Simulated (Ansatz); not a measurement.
Start from GaAs in the zinc blende structure (space group F-43m, No. 216; a = 5.667 Å). Axes: x, y, z lie along the cube axes.

All numbers come from r2SCAN (Ansatz, a program for electronic structure), spin-orbit coupling left out.

Before the change:

The electron mass is 0.051 mₑ (at Γ) and the band gap is 0.96 eV.

The change: the cell is stretched by 1.50 % along z with no lateral relaxation, atoms relaxed at fixed cell.

Problem. What happens to the electron mass, stress, energy relative to the base and band gap?

Solution. The electron mass becomes 0.047 mₑ along z, 0.044 mₑ across (at Γ) (base: 0.051 mₑ (at Γ)); the stress (xx, yy, zz, yz, xz, xy; compression positive) amounts to (-0.70, -0.70, -1.72, 0.00, 0.00, 0.00) GPa; the energy increases by 1.8 meV/atom; the band gap drops by 0.15 eV (0.96 eV → 0.81 eV).

The cells carry an imposed strain or load. Effective masses come from finite differences of ±0.01 Å⁻¹. Stability against distortions was not tested.
